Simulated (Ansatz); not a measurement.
Input and output of a self-consistent single point for Zn₂SeS (Pmm2, 4 atoms in the cell) (Ansatz, a first-principles code).

Method of the run: PBEsol, default PAW files made with PBE (plane waves; Ansatz).

The change in words: lattice scaled by 0.98; kpoints.mp_grid.grid: 6 6 5 → 9 9 6. Reference geometry:
```xyz
4
Lattice="3.9210 0.0000 0.0000 0.0000 3.9210 0.0000 0.0000 0.0000 5.5387" Properties=species:S:1:pos:R:3 pbc="T T T"
Zn     1.9605     0.0000     4.2763
Zn     0.0000     1.9605     1.3123
Se     0.0000     0.0000     2.7693
S      1.9605     1.9605     0.0000
```

Reference input (self-consistent single point, DFT, PBEsol, plane waves, default PAW files made with PBE): basis.ecutwfc = 420 eV; kpoints.mp_grid.grid = 6 6 5; hamiltonian.xc = pbesol; hamiltonian.pseudopotentials = {kind: paw} (the program's default PAW files); scf.occupations.method = fixed. This run's input differs from it in these lines:

Ansatz 0.2 input:
```diff
@@ -3,5 +3,5 @@
   lattice:
-    - [3.92101800, 0.00000000, 0.00000000]
-    - [0.00000000, 3.92101800, 0.00000000]
-    - [0.00000000, 0.00000000, 5.53868600]
+    - [3.84259800, 0.00000000, 0.00000000]
+    - [0.00000000, 3.84259800, 0.00000000]
+    - [0.00000000, 0.00000000, 5.42791200]
   atoms:
@@ -14,3 +14,3 @@
 kpoints:
-  mp_grid: { grid: [6, 6, 5] }
+  mp_grid: { grid: [9, 9, 6] }
 hamiltonian:
```

Output (repeated stretches shortened):

```
SCF iter   1: F=—  HF=-12873.832692 eV  |F-HF|=—  |Δ(HF+E_count)|=         —  Δρ=4.90e-3  dr2=2.08e-2  ethr=1.77e-3  ⟨swp⟩=4.8  Hψ=11299  notcnv=0  defer=289
all-band conjugate gradients solve this SCF's bands
preconditioner: auto → Resta (q_TF=auto, 2.487 Å⁻¹)
SCF iter   2: F=—  HF=-12873.826693 eV  |F-HF|=—  |Δ(HF+E_count)|=   6.00e-3  Δρ=1.77e-3  dr2=4.41e-3  ethr=4.53e-5  ⟨swp⟩=2.0  Hψ=5400  notcnv=0  defer=300
   [... lines left out ...]
SCF iter   5: F=—  HF=-12873.825531 eV  |F-HF|=—  |Δ(HF+E_count)|=   4.30e-5  Δρ=1.04e-4  dr2=1.29e-5  ethr=2.75e-7  ⟨swp⟩=2.7  Hψ=4471  notcnv=0  defer=168
SCF iter   6: F=—  HF=-12873.825515 eV  |F-HF|=—  |Δ(HF+E_count)|=   1.67e-5  Δρ=3.94e-5  dr2=1.18e-6  ethr=2.81e-8  ⟨swp⟩=2.0  Hψ=4504  notcnv=0  defer=100
SCF iter   7: F=—  HF=-12873.825516 eV  |F-HF|=—  |Δ(HF+E_count)|=   1.41e-6  Δρ=1.45e-5  dr2=1.41e-7  ethr=2.57e-9  ⟨swp⟩=2.0  Hψ=5000  notcnv=0  defer=100
SCF iter   8: F=-12873.825516 eV  HF=-12873.825516 eV  |F-HF|=1.25e-7  |Δ(HF+E_count)|=   6.62e-8  Δρ=1.27e-5  dr2=7.94e-8  ethr=2.17e-10  ⟨swp⟩=9.9  Hψ=15609  notcnv=0
SCF 1 converged in 8 iterations: F = -12873.825516 eV  dr2 = 7.94e-8
Free energy (F): -12873.825516 eV
Internal energy: -12873.825516 eV  (E = F + TS)
E sigma→0 (E₀):  -12873.825516 eV
Fermi energy:    7.091860 eV
--- Forces (eV/Å), atoms counted from 1 ---
  atom   1  Zn     0.00000000     0.00000000    -0.39160757
  atom   2  Zn     0.00000000     0.00000000     0.06877435
  atom   3  Se     0.00000000     0.00000000     0.16707292
  atom   4  S      0.00000000     0.00000000     0.15574651
--- Stress (GPa, compression-positive) ---
        1.966166       0.000000       0.000000
        0.000000       3.357849       0.000000
        0.000000       0.000000       2.562439
  P = ⅓ Tr σ = 2.6288 GPa (26.288 kbar)
  The stress holds the Pulay correction. Without it, at fixed plane waves, as pw.x and ABINIT print it: P = 2.5650 GPa
```

The run converged in 8 iterations. Against the reference run the free energy rises by 1.4 meV/atom, the pressure goes from -1.79 to 2.63 GPa, the largest force goes from 0.369 to 0.392 eV/Å and the gap on the mesh goes from 1.380 to 1.616 eV.

The starting cell comes from a database of computed structures (which also holds hypothetical and non-ambient phases and stackings), without a prior relaxation at this level. Its lattice was rescaled by up to half a per cent. One atom was moved a little off its site on purpose. For this run, on top of that: lattice scaled by 0.98. Ansatz's pressure includes its estimate of the finite-basis (Pulay) stress.
